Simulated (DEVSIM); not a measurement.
Structure: abrupt Si n-p junction, at 300 K.

```tsv
layer (left to right)	material	thickness (μm)	Nd (cm⁻³)	Na (cm⁻³)	τn (s)	τp (s)
1	Si	11.0	3.4e18	-	6.3e-7	6.3e-7
2	Si	0.760	-	5.1e13	6.3e-7	6.3e-7
```

Left contact: ohmic. Right contact: ohmic. Voltage is applied to the left contact. Recombination: SRH at mid-gap, Auger. Gap narrowing is on: ΔEg = 6.92 meV × (l + √(l² + 0.5)), l = ln(N/1.3e17 cm⁻³), shared equally by both band edges. Mobility is constant in doping.

Constants are typed, rounded textbook-type inputs, not results; the design itself was drawn at random and stands for no fabricated device. Values at 300 K.

| parameter | Si |
|---|---|
| gap (eV) | 1.124 |
| affinity (eV) | 4.05 |
| permittivity | 11.7 |
| Nc (cm⁻³) | 2.86e19 |
| Nv (cm⁻³) | 3.1e19 |
| μn (cm²/Vs) | 1417 |
| μp (cm²/Vs) | 470 |
| Cn (cm⁶/s) | 2.8e-31 |
| Cp (cm⁶/s) | 9.9e-32 |

DEVSIM, 1D drift-diffusion, Boltzmann statistics, complete ionisation; no tunnelling, impact ionisation, image-force lowering or self-heating.

**Question.** Tabulate band edges, carrier densities and field at zero bias.

**Answer.** Energies count from the Fermi level of the right contact; mesh points crowd at the junctions.

```
x (μm)   Ec (eV)  Ev (eV)  n (cm⁻³)  p (cm⁻³)  field (V/cm)
-------  -------  -------  --------  --------  ------------
0.000      0.055   -1.023    3.4e18       200           ≈ 0
0.02600    0.055   -1.023    3.4e18       200           ≈ 0
0.08002    0.055   -1.023    3.4e18       200           ≈ 0
0.1923     0.055   -1.023    3.4e18       200           ≈ 0
0.5498     0.055   -1.023    3.4e18       200           ≈ 0
1.169      0.055   -1.023    3.4e18       200           ≈ 0
2.455      0.055   -1.023    3.4e18       200           ≈ 0
6.329      0.055   -1.023    3.4e18       200           ≈ 0
8.765      0.055   -1.023    3.4e18       200           ≈ 0
9.937      0.055   -1.023    3.4e18       200           ≈ 0
10.50      0.055   -1.023    3.4e18       200           ≈ 0
10.83      0.055   -1.023    3.4e18       200           ≈ 0
10.93      0.055   -1.023    3.4e18       200           ≈ 0
10.98      0.055   -1.023    3.4e18       200           ≈ 0
11.01      0.141   -0.982    1.2e17       980         32000
11.04      0.205   -0.919    1.0e16     11000         12000
11.11      0.271   -0.853    8.1e14    140000          8500
11.25      0.381   -0.742    1.1e13     1.0e7          8000
11.54      0.610   -0.514     1.6e9    7.2e10          7800
11.66      0.704   -0.419     4.2e7    2.8e12          7700
11.72      0.752   -0.372   6800000    1.7e13          7600
11.76      0.779   -0.344   2300000    5.1e13          7600
```
